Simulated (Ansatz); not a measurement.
We consider Ag (model structure, I4₁/amd, No. 141, 2 atoms in the cell), described by LDA (Ansatz, an electronic-structure program, PAW).

Input file:

Ansatz 0.2 input:
```yaml
crystal:
  lattice:
    - [-2.5812460003, 2.5812460003, 1.3496660686]
    - [2.5812460003, -2.5812460003, 1.3496660686]
    - [2.5812460003, 2.5812460003, -1.3496660686]
  atoms:
    - { symbol: Ag, position: [0.0, 0.0, 0.0] }
    - { symbol: Ag, position: [0.75, 0.25, 0.5] }
basis:
  ecutwfc: 520
  ecutrho_ratio: 4
  xc_grid: 2
kpoints:
  mp_grid: { grid: [22, 22, 22] }
hamiltonian:
  xc: lda
  dispersion: none
  pseudopotentials: { kind: paw }
scf:
  occupations: { method: fermi_dirac, width: 0.05 }
output:
  forces: true
  stress: true
  eigenvalues: true
relax:
  f_tol: 0.004
  escape_saddle: false
  max_steps: 80
  cell: { stress_tol: 0.02, fix: [volume] }
```

The run printed, among other lines:

```
Relaxation: its limit of steps is 80 (relax.max_steps)
Crystal: 2 atoms, lattice volume = 35.970 Å³
Basis set: ecut = 520 eV, 941 PW (Γ), exchange–correlation on 60×60×60 points (8 copies of the dense FFT grid, shifted against one another)
Bands: 23, of which v1, the nominal top of the filled ones, is band 19 counted from 1 (18 counted from 0)
Symmetry: 16 space group operations
Space group: I41/amd (ITA 141), of the structure as read, at distance tolerance 3.3e-5 Å
k-points: 834 of 10648
Functional: x = slater, c = lda
SCF iter   1: F=—  HF=-14915.728833 eV  |F-HF|=—  |Δ(HF+E_count)|=         —  Δρ=1.50e-2  dr2=7.02e-2
SCF iter   2: F=—  HF=-14915.709915 eV  |F-HF|=—  |Δ(HF+E_count)|=   1.89e-2  Δρ=4.43e-3  dr2=4.71e-3
  ...
SCF 1 converged in 6 iterations: F = -14915.708349 eV  dr2 = 2.06e-8
Crystal: 2 atoms, lattice volume = 35.970 Å³
Initial density: handed on by an earlier stage of this run
SCF 2 converged in 3 iterations: F = -14915.708363 eV  dr2 = 1.28e-9
Crystal: 2 atoms, lattice volume = 35.970 Å³
SCF iter   4: F=—  HF=-14915.708363 eV  |F-HF|=—  |Δ(HF+E_count)|=  5.46e-12  Δρ=2.30e-7  dr2=1.83e-11
SCF iter   5: F=-14915.708363 eV  HF=-14915.708363 eV  |F-HF|=1.82e-12  |Δ(HF+E_count)|=    0.00e0  Δρ=9.40e-8  dr2=1.88e-12
SCF 3 converged in 5 iterations: F = -14915.708363 eV  dr2 = 1.88e-12
SCF converged after 5 iterations
Free energy (F): -14915.708363 eV
Internal energy: -14915.704285 eV  (E = F + TS)
E sigma→0 (E₀):  -14915.706324 eV
Fermi energy:    15.738044 eV
--- Forces (eV/Å), atoms counted from 1 ---
  atom   1  Ag    -0.00000000    -0.00000000    -0.00000000
  atom   2  Ag     0.00000000    -0.00000000     0.00000000
--- Stress (GPa, compression-positive) ---
       -2.134210      -0.000000      -0.000000
       -0.000000      -2.134210       0.000000
       -0.000000       0.000000      -2.120975
  P = ⅓ Tr σ = -2.1298 GPa (-21.298 kbar)
```

The cell is one volume of an energy–volume scan, off the minimum.

The PAW data were made under PBE.

Note: the relaxation could raise the start's symmetry but not lower it, so the cell can be a saddle point.

Computing time: about 70 core-seconds (a rough figure).

A model structure was made by putting elements into a prototype or built by hand; it is no filed structure, need not be a known phase, and can be a saddle point held by its symmetry.
